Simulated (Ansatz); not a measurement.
# Effect of isotropic strain −1.50 % on MoSi2

Base system: MoSi2 (space group I4/mmm, No. 139; a = 3.217 Å, c = 7.875 Å; relaxed with 0.1 eV smearing).

The change: the cell is scaled by 0.9850 in all directions, atoms relaxed at fixed cell.

The values are results of PBE in Ansatz (plane waves to 420 eV, PAW, scalar-relativistic without spin-orbit coupling), not measurements. Γ-centred 25×25×25 mesh, Fermi–Dirac width 0.1 eV.

| quantity | base | changed | shift |
|---|---|---|---|
| volume per atom | 13.58 Å³ | 12.98 Å³ | -0.60 Å³ |
| space group | I4/mmm (No. 139) | I4/mmm (No. 139) | – |
| shortest interatomic distance | 259.7 pm | 256.9 pm | -2.86 pm |
| energy relative to the base (free energy F) | 0 meV/atom | +19 meV/atom | +19 meV/atom |
| pressure (mean of the normal stresses, compression positive) | 0.0 GPa | 10.3 GPa | +10.3 GPa |
| band gap | zero | zero | – |

Whether these cells are dynamically stable was not tested. The final runs are not spin-polarised.

Ansatz is an electronic-structure program.
